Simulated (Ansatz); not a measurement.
## A computed series for ZnCu: response to strain

Base system: ZnCu in the CsCl type structure (space group Pm-3m, No. 221; a = 2.9085 Å; relaxed with 0.1 eV smearing).

Strains are applied to the cell and any free atomic positions relax.

Method: plane-wave PAW DFT at the PBEsol level (Ansatz, a program for electronic structure, 420 eV), no spin-orbit coupling.

Notes on the quantities. energy relative to the base: free energy F.

```tsv
change	pressure	volume per atom	energy relative to the base
base	0.0 GPa	12.30 Å³	0 meV/atom
isotropic strain −3.00 %	15.7 GPa	11.23 Å³	+48 meV/atom
isotropic strain −2.50 %	12.5 GPa	11.40 Å³	+33 meV/atom
isotropic strain −2.00 %	9.6 GPa	11.58 Å³	+20 meV/atom
isotropic strain −1.00 %	4.4 GPa	11.94 Å³	+4.9 meV/atom
isotropic strain −0.50 %	2.1 GPa	12.12 Å³	+1.2 meV/atom
isotropic strain +0.50 %	-2.0 GPa	12.49 Å³	+1.2 meV/atom
isotropic strain +1.00 %	-3.8 GPa	12.67 Å³	+4.5 meV/atom
isotropic strain +1.50 %	-5.5 GPa	12.86 Å³	+10 meV/atom
isotropic strain +2.00 %	-7.0 GPa	13.05 Å³	+17 meV/atom
```

No phonon test of stability was made. The final runs are not spin-polarised.
